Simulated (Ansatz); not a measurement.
Output of an Ansatz run (abridged):

```
WARN the atoms were moved onto the symmetric positions of the space group found under crystal.symmetry.tolerance 1.0e-5 (fractional …
WARN ansatz: RAYON_NUM_THREADS=1 ignored (pool sized by the plan → 1); use --threads N
Pseudopotentials: kind: paw
Pseudopotential: Ca, paw, valence charge 10
Pseudopotential: I, paw, valence charge 17
Crystal: 3 atoms, lattice volume = 130.003 Å³
Basis set: ecut = 420 eV, 2563 PW (Γ)
Bands: 27, of which v1, the nominal top of the filled ones, is band 22 counted from 1 (21 counted from 0)
Symmetry: 12 space group operations
Space group: P-3m1 (ITA 164), of the structure as read, at distance tolerance 5.1e-5 Å
k-points: 24 of 144
PAW frozen core: Ca, regenerated for the run's functional, and the local potential with it
PAW frozen core: I, regenerated for the run's functional, and the local potential with it
Initial density: superposition of atomic densities (neutral atoms: chi_scale 0, normalization atom), corrected by the library's trained network
Initial wavefunctions: pseudopotential atomic-orbital guess
Eigensolver: davidson
Functional: x = slater, c = lda
SCF iter   1: F=—  HF=-16489.140548 eV  |F-HF|=—  |Δ(HF+E_count)|=         —  Δρ=4.05e-3  dr2=9.19e-3  ethr=1.77e-3  ⟨swp⟩=6.7  Hψ=2894  notcnv=0  defer=62
all-band conjugate gradients solve this SCF's bands
preconditioner: auto → Resta (q_TF=auto, 2.278 Å⁻¹)
SCF iter   2: F=—  HF=-16489.139424 eV  |F-HF|=—  |Δ(HF+E_count)|=   1.12e-3  Δρ=2.11e-3  dr2=3.01e-3  ethr=2.09e-5  ⟨swp⟩=4.7  Hψ=1401  notcnv=0  defer=70
SCF iter   3: F=—  HF=-16489.139323 eV  |F-HF|=—  |Δ(HF+E_count)|=   1.01e-4  Δρ=2.66e-4  dr2=1.07e-4  ethr=6.83e-6  ⟨swp⟩=2.8  Hψ=810  notcnv=0  defer=69
SCF iter   4: F=—  HF=-16489.139341 eV  |F-HF|=—  |Δ(HF+E_count)|=   1.80e-5  Δρ=6.57e-5  dr2=7.66e-6  ethr=2.43e-7  ⟨swp⟩=2.0  Hψ=869  notcnv=0  defer=69
SCF iter   5: F=—  HF=-16489.139345 eV  |F-HF|=—  |Δ(HF+E_count)|=   4.10e-6  Δρ=1.89e-5  dr2=7.74e-7  ethr=1.74e-8  ⟨swp⟩=2.0  Hψ=868  notcnv=0  defer=64
SCF iter   6: F=-16489.139345 eV  HF=-16489.139345 eV  |F-HF|=3.68e-8  |Δ(HF+E_count)|=   4.89e-7  Δρ=6.19e-6  dr2=8.83e-8  ethr=2.27e-10  ⟨swp⟩=15.9  Hψ=4538  notcnv=0
SCF 1 converged in 6 iterations: F = -16489.139345 eV  dr2 = 8.83e-8
SCF converged after 6 iterations
Free energy (F): -16489.139345 eV
Harris-Foulkes:  -16489.139345 eV  (|F-HF|=3.68e-8)
Internal energy: -16489.139345 eV  (E = F + TS)
E sigma→0 (E₀):  -16489.139345 eV
Fermi energy:    3.131194 eV
--- Per-component energies (eV) ---
  E_band       = -990.114843
  E_kinetic    = 655.210864
  E_local      = -5336.439027  (includes V_loc(G=0)·N_el)
  E_nonlocal   = -104.053684
  E_hartree    = 2564.265706
  E_xc         = -389.274485
  E_vxc        = -426.645979  (∫ρ·V_xc dr)
  E_paw        = -10136.894055  (= ΣΔE_a)
  E_vpaw       = -906.730185  (= ΣTr[D̂ρ^β])
  E_aug_tail   = 0.000131  (compensation charges beyond the density's cutoff)
  E_ewald      = -3743.800390
  E_core_change = 1.845596  (= ΣΔE_core)
  E_smearing   = -0.000000  (= −TS)
  E_closure    = 0.000000  (closes the sum)
  Σ components = -16489.139345   (vs F -16489.139345, Δ=0.00e0)
--- Forces (eV/Å), atoms counted from 1 ---
  atom   1  Ca    -0.00000000     0.00000000     0.00000000
  atom   2  I      0.00000000    -0.00000000    -0.31129021
  atom   3  I     -0.00000000     0.00000000     0.31129021
  max |Σ_I F_I| component: 1.05e-30 eV/Å
--- Stress (GPa, compression-positive) ---
       -2.424836       0.000000       0.000000
        0.000000      -2.424836      -0.000000
        0.000000      -0.000000      -2.114751
  P = ⅓ Tr σ = -2.3215 GPa (-23.215 kbar)
  The stress holds the Pulay correction. Without it, at fixed plane waves, as pw.x and ABINIT print it: P = -2.3411 GPa
--- Band table (eV; the first three rows and the last of 24) ---
  k-point 0: bands = ["-40.1575", "-40.1575", "-40.1575", "-40.1575", "-40.1503", "-40.1503", "-40.1501", "-40.1501", "-40.1462", "-40.1461", "-36.3840", "-17.6401", "-17.6120", "-17.6120", "-8.2638", "-7.8573", "0.7243", "2.2605", "2.2605", [...]
  k-point 1: bands = ["-40.1575", "-40.1575", "-40.1575", "-40.1575", "-40.1503", "-40.1503", "-40.1501", "-40.1501", "-40.1462", "-40.1461", "-36.3840", "-17.6401", "-17.6120", "-17.6120", "-8.2228", "-7.9057", "0.9487", "2.2903", "2.2903", [...]
  k-point 2: bands = ["-40.1575", "-40.1575", "-40.1575", "-40.1575", "-40.1502", "-40.1502", "-40.1501", "-40.1501", "-40.1462", "-40.1461", "-36.3840", "-17.6401", "-17.6120", "-17.6120", "-8.1631", "-7.9728", "1.3301", "2.1183", "2.3244", [...]
  k-point 23: bands = ["-40.1575", "-40.1574", "-40.1574", "-40.1574", "-40.1504", "-40.1502", "-40.1502", "-40.1501", "-40.1460", "-40.1460", "-36.3821", "-17.6355", "-17.6355", "-17.6288", "-7.8552", "-7.8552", "1.2196", "1.2196", "1.2736", [...]
```

The structure:

```
CELL_PARAMETERS angstrom
      4.55161     0.00000     0.00000
     -2.27581     3.94181     0.00000
      0.00000     0.00000     7.24588
ATOMIC_POSITIONS crystal
  Ca 0.00000 0.00000 0.00000
  I  0.33333 0.66667 0.24430
  I  0.66667 0.33333 0.75570
```

Problem. Reconstruct the input of this run.

Solution. Other spellings and defaults could give the same log, and not every line can be read from it. The input that was run (DFT, LDA (PW92), plane waves, default PAW files made with PBE):

Ansatz 0.2 input:
```yaml
crystal:
  lattice:
    - [4.551615, 0.000000, 0.000000]
    - [-2.275807, 3.941814, 0.000000]
    - [0.000000, 0.000000, 7.245879]
  atoms:
    - { symbol: Ca, position: [0.000000, 0.000000, 0.000000] }
    - { symbol: I, position: [0.333333, 0.666667, 0.244300] }
    - { symbol: I, position: [0.666667, 0.333333, 0.755700] }
basis:
  ecutwfc: 420.0
kpoints:
  mp_grid:
    grid: [6, 6, 4]
hamiltonian:
  xc: lda
  pseudopotentials:
    kind: paw
scf:
  occupations:
    method: fixed
output:
  forces: true
  eigenvalues: true
  stress: true
```

The starting cell comes from a database of computed structures (which also holds hypothetical and non-ambient phases and stackings), without a prior relaxation at this level. Its lattice was rescaled by up to half a per cent. Spin-orbit coupling is off. Ansatz's pressure includes its estimate of the finite-basis (Pulay) stress.

Ansatz is a first-principles code.
